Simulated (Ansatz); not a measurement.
System: Si3P4 (model structure, started from the beta Si3N4 type, P6₃/m, No. 176, 14 atoms in the cell). Method: PBE-D3(BJ) in Ansatz (PAW).

Settings: plane-wave cutoff 520 eV, 6×6×16 k mesh (along the axes of the cell as run), Fermi–Dirac smearing 0.05 eV, scalar-relativistic PAW data made under PBE.

Cell (relaxed at this level):

Space group P6₃/m (No. 176); a = b = 9.6929 Å, c = 3.6383 Å, α = β = 90.00°, γ = 120.00°

```tsv
atom	site	symmetry	x	y	z
Si	6h	m..	0.2287	0.4026	0.2500
P	6h	m..	0.3718	0.0256	0.2500
P	2c	-6..	0.3333	0.6667	0.2500
```

Q: What does this level give for the band gap, smallest direct gap on the k points sampled and direct gap at Γ?

A: 
band gap: 0.01 eV (under three smearing widths, so not firm)
smallest direct gap on the k points sampled: 0.08 eV (under three smearing widths, so not firm)
direct gap at Γ: 0.11 eV (under three smearing widths, so not firm)

Note: the relaxation could raise the start's symmetry but not lower it, so the cell can be a saddle point.

Static lattice: no zero-point or thermal effects.

A model structure was made by putting elements into a prototype or built by hand; it is no filed structure, need not be a known phase, and can be a saddle point held by its symmetry.

Ansatz is an electronic-structure program.
